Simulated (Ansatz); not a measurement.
Start from GaN in the zinc blende structure (space group F-43m, No. 216; a = 4.4981 Å).

Calculations: Kohn–Sham DFT with the PBEsol functional, run in Ansatz (a first-principles code) with PAW and 420 eV plane waves, no SOC.

One change was made to it. Results:

The lattice parameter a falls by 0.016 Å to 4.482 Å; the electron mass goes from 0.15 mₑ (at Γ) to 0.16 mₑ (at Γ); the valley order (the lowest conduction-band minima on the path, energy above the VBM, named in the base's zone) goes from Γ 1.70 eV; X along ⟨100⟩ 3.22 eV to Γ 1.77 eV; X along ⟨100⟩ 3.23 eV.

**Question.** Which of these changes matches the shifts?
(A) pressure 2.1 GPa
(B) pressure 22.5 GPa
(C) pressure 30 GPa

**Answer.** A, pressure 2.1 GPa. For comparison, the valley order in the other runs: pressure 30 GPa gives Γ 2.47 eV; X along ⟨100⟩ 3.25 eV; pressure 22.5 GPa gives Γ 2.31 eV; X along ⟨100⟩ 3.24 eV.

The levels and masses belong to the bands next to the band gap. Load acts through the strain it causes; cell and atoms are relaxed under it. Masses are band curvatures over ±0.01 Å⁻¹ around the edge. No phonon test of stability was made. Tetrahedral semiconductors of this kind turn to denser phases somewhere between about 1 and 50 GPa; those were not computed, so compressed cells here can lie past the real transition. This is not the structure that GaN has at room temperature and ambient pressure.
